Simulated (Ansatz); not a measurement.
The parent structure is HgI2 in the 2H-MoS2 type structure (space group P6_3/mmc, No. 194; a = 4.071 Å, c = 13.559 Å; a hypothetical phase, not in the database extracts checked; layered, stacked along the Cartesian z axis).

Now apply this change: a free-standing slab of 2 layers (6 atoms, 3 a layer) is cut normal to the stacking axis, with 15 Å of vacuum and the in-plane cell relaxed.

Levels (all Ansatz, an electronic-structure program, PAW, earlier PAW set): PBEsol-D3(BJ) (420 eV, without spin-orbit coupling); r2SCAN (500 eV, no spin-orbit coupling); HSE06 (420 eV, without spin-orbit coupling); PBEsol+SOC (420 eV, spin-orbit coupling included).

One geometry, relaxed with PBEsol-D3(BJ), under each level:

Notes on the quantities. hole mass: in plane.

The valence-band top lists the three highest levels at Γ (Kramers pairs under SOC), from the VBM.

| level | band gap | lowest conduction level above the VBM at special points | valence-band top at Γ | hole mass |
|---|---|---|---|---|
| PBEsol-D3(BJ) | 0.62 eV | M 0.62 eV; Γ 1.14 eV; K 1.56 eV | 0.00, 0.00, -0.11 eV | – |
| r2SCAN | 0.90 eV | M 0.90 eV; Γ 1.56 eV; K 1.83 eV | – | – |
| HSE06 | ___ | ___ | – | – |
| PBEsol+SOC | 0.28 eV | M 0.28 eV; Γ 0.81 eV; K 1.02 eV | 0.00, -0.13, -0.32 eV | 0.39 mₑ (at Γ) |

Problem. Give the withheld HSE06 results.

Solution. 
- HSE06, band gap: 1.38 eV
- HSE06, lowest conduction level above the VBM at special points: M 1.38 eV; Γ 2.02 eV; K 2.38 eV

Single points use the geometry relaxed with PBEsol-D3(BJ). HSE06 gaps are upper bounds (no full band path). The spin-orbit shifts are approximate. With Hg and I present, leaving out spin-orbit coupling can change the band edges. Effective masses come from finite differences of ±0.01 Å⁻¹. Whether these cells are dynamically stable was not tested. The runs without spin-orbit coupling are not spin-polarised. A zero or small gap of HgI2 can be the functional's error rather than a property of the material. Labels are those of the standard path for the cell's own space group.
